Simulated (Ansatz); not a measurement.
The parent structure is ZrS2 in the CdI2 type structure (space group P-3m1, No. 164; a = 3.5781 Å, c = 5.5401 Å; layered, stacked along the Cartesian z axis).

Computed with PBEsol-D3(BJ) (Ansatz, a quantum-chemistry and plane-wave program, PAW, no spin-orbit coupling).

Strains are applied to the cell and any free atomic positions relax.

One change was made to it. Results:

```json
[
 {"quantity": "pressure (mean of the normal stresses, compression positive)", "base": "0.00 GPa", "after": "-2.08 GPa"},
 {"quantity": "band gap", "base": "0.29 eV", "after": "0.52 eV"},
 {"quantity": "energy relative to the base (free energy F)", "base": "0 meV/atom", "after": "+6.4 meV/atom"}
]
```

**Question.** Which change produced these results?
A) isotropic strain −1.50 %
B) isotropic strain +1.50 %
C) isotropic strain −1.00 %
D) isotropic strain +3.00 %

**Answer.** B, isotropic strain +1.50 %. For comparison, the band gap in the other runs: isotropic strain −1.50 % gives zero; isotropic strain −1.00 % gives 0.13 eV; isotropic strain +3.00 % gives 0.73 eV.

Whether these cells are dynamically stable was not tested. The final runs are not spin-polarised. Gaps under 0.05 eV, about the width of the smearing, are given as zero. A zero or small gap of ZrS2 can be the functional's error rather than a property of the material.
